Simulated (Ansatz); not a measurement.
# zinc-blende BP: the defect H interstitial started on P

The numbers are results of PBE, PAW (plane waves to 420 eV; Ansatz, an electronic-structure program), not measurements. Cell: 64 sites, 2×2×2; final energies on a 2×2×2 shifted mesh. Site at the start: bound to P, open side. Charged cells carry a point-charge image correction with potential alignment at far atoms. Dielectric constants: PBE linear response of the host. Host gap at this level: 1.25 eV. A cell of this size leaves errors of a few tenths of an eV. Levels are measured in PBE's own, too narrow, gap. Spin–orbit coupling is left out. Each state is the lowest found from its start.

The name describes the start; the neighbours show where the added atom ended.

```
charge         moment (μB)  largest move off a lattice site (Å)             neighbours of the added atom at the end (Å)  image correction with alignment (eV)
------  ------------------  -----------------------------------  ------------------------------------------------------  ------------------------------------
+1      not spin-polarised                                 0.32  B 1.29, P 1.50, P 2.15, B 2.47, B 2.49, P 2.69, P 2.70                                  0.24
0                      1.0                                 0.49                  B 1.24, P 1.58, P 2.48, P 2.48, P 2.48                                  0.00
−1†     not spin-polarised                                 0.67                  B 1.20, P 1.74, P 2.48, P 2.48, P 2.48                                  0.16
```

† Not settled in this cell, so no level is given: charge −1: level within 0.1 eV of a band edge or past it.

No other site or start that was run ended lower by more than 0.1 eV.

Transition levels above the valence-band maximum: ε(+1/0) = 0.56 eV. On the lower envelope of the bound states, inside the gap: (+1/0) at 0.56 eV.

Flagged in the runs: a doubtful potential alignment, a strain field that reaches the edge of the cell.
